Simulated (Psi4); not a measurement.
Psi4 1.11, PBE0/def2-svp: Mo(NH)(S)(OMe)(NH2) (C[O][Mo](=[NH])([NH2])=[S]), 12 atoms. The geometry is a generated start, not checked to be a minimum at this level.

```json
{
 "task": "gradient",
 "method": "pbe0",
 "basis": "def2-svp",
 "memory": "7 GB",
 "scf_type": "df (default)",
 "guess": "auto, which took SAD (default)",
 "diis_max_vecs": "10 (default)",
 "scf_initial_accelerator": "adiis (default)",
 "e_convergence": "1e-08 (default)",
 "d_convergence": "1e-08 (default)",
 "effective_core_potentials": "those of the basis set, past Kr",
 "basis functions (reference run)": "135",
 "grid points (reference run)": "2191148"
}
```

```xyz
12

Mo    -0.3095     0.8077     0.0848
N     -1.3200     1.2563    -1.2497
H     -1.7890     1.5555    -2.0972
S      0.9762     2.4553     0.6281
O      0.7282    -0.5948    -0.1582
C      1.5363    -1.6036    -0.6498
H      1.4179    -1.6811    -1.7416
H      2.5882    -1.3824    -0.4148
H      1.2633    -2.5635    -0.1895
N     -1.4681     0.5989     1.6012
H     -2.4693     0.4019     1.6251
H     -1.1543     0.7497     2.5616
```

The reference run has dft_radial_points = 200, dft_spherical_points = 974, dft_pruning_scheme = none (default); it is not itself proven converged. Each setting ran once; only counts and results are compared.

Settings tried, all else as in the reference:
- dft_radial_points = 25, dft_spherical_points = 50
- dft_radial_points = 75 (default), dft_spherical_points = 302 (default), dft_pruning_scheme = robust
- dft_radial_points = 75 (default), dft_spherical_points = 434
- dft_radial_points = 99, dft_spherical_points = 590
- dft_radial_points = 50, dft_spherical_points = 194
- dft_radial_points = 75 (default), dft_spherical_points = 302 (default), dft_pruning_scheme = treutler
- dft_radial_points = 99, dft_spherical_points = 590, dft_pruning_scheme = treutler
- dft_radial_points = 75 (default), dft_spherical_points = 302 (default)
- dft_radial_points = 35, dft_spherical_points = 110
- dft_radial_points = 150, dft_spherical_points = 770

**Question.** Sort the settings: which keep to the reference within 10 meV/atom in energy, 100 meV/Å in forces (largest component), and which don't?

**Answer.** Within it: dft_radial_points = 150, dft_spherical_points = 770; dft_radial_points = 99, dft_spherical_points = 590; dft_radial_points = 99, dft_spherical_points = 590, dft_pruning_scheme = treutler; dft_radial_points = 75 (default), dft_spherical_points = 434; dft_radial_points = 75 (default), dft_spherical_points = 302 (default), dft_pruning_scheme = treutler; dft_radial_points = 75 (default), dft_spherical_points = 302 (default); dft_radial_points = 75 (default), dft_spherical_points = 302 (default), dft_pruning_scheme = robust; dft_radial_points = 50, dft_spherical_points = 194. Outside: dft_radial_points = 35, dft_spherical_points = 110; dft_radial_points = 25, dft_spherical_points = 50.

| setting | grid points | energy against the reference | difference in forces (largest component) |
|---|---|---|---|
| the reference | 2191148 | — | — |
| dft_radial_points = 150, dft_spherical_points = 770 | 1306955 | under 0.001 meV/atom | 0.36 meV/Å |
| dft_radial_points = 99, dft_spherical_points = 590 | 663383 | +0.0013 meV/atom | 1.3 meV/Å |
| dft_radial_points = 99, dft_spherical_points = 590, dft_pruning_scheme = treutler | 373379 | +0.063 meV/atom | 1.6 meV/Å |
| dft_radial_points = 75 (default), dft_spherical_points = 434 | 371453 | +0.0021 meV/atom | 4.1 meV/Å |
| dft_radial_points = 75 (default), dft_spherical_points = 302 (default), dft_pruning_scheme = treutler | 152616 | +0.037 meV/atom | 11 meV/Å |
| dft_radial_points = 75 (default), dft_spherical_points = 302 (default) | 258614 | −0.017 meV/atom | 11 meV/Å |
| dft_radial_points = 75 (default), dft_spherical_points = 302 (default), dft_pruning_scheme = robust | 184560 | −0.017 meV/atom | 11 meV/Å |
| dft_radial_points = 50, dft_spherical_points = 194 | 112424 | +0.14 meV/atom | 37 meV/Å |
| dft_radial_points = 35, dft_spherical_points = 110 | 44760 | −3.6 meV/atom | 170 meV/Å |
| dft_radial_points = 25, dft_spherical_points = 50 | 14558 | +46 meV/atom | 530 meV/Å |

Total energies are compared; such shifts often cancel in part in energy differences. The gradients leave out the derivatives of the grid weights. No test of the SCF solution's stability was run. Also tried and not ranked: dft_radial_points = 99, dft_spherical_points = 590, dft_pruning_scheme = robust (same energy as a listed run). The tolerance is a choice made for this comparison.
